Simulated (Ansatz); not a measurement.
The starting structures come from a database of crystals and need not be the phases stable at ambient conditions.

By PBEsol, the system below comes out a metal.

The ballistic (Sharvin) conductance counts the channels at the Fermi level: G/A = (e²/h) × channels of both spins per area.

Here is the system:

```
BiGa
1.0
    4.50097     0.00000     0.00000
    0.00000     4.50097     0.00000
    2.25048     2.25048     3.08719
Ga Bi
1 1
Direct
  0.75000   0.25000   0.50000
  0.00000   0.00000   0.00000
```

Space group of this cell: I-4m2. The cell is strained (lengths along the current scaled by 0.97, ions clamped); by PBEsol its mean pressure is 0.6 GPa.

The current flows along the normal of the first two printed cell vectors, the (001) (indices of the unstrained crystal) plane of the conventional cell. No spin-orbit coupling; the value is a mean over 0.1 eV about the Fermi level.

Task: Give the ballistic conductance per area that Ansatz (a program for electronic structure) with PBEsol yields.

Result: 0.070 × 10¹⁵ S/m² for both spins.
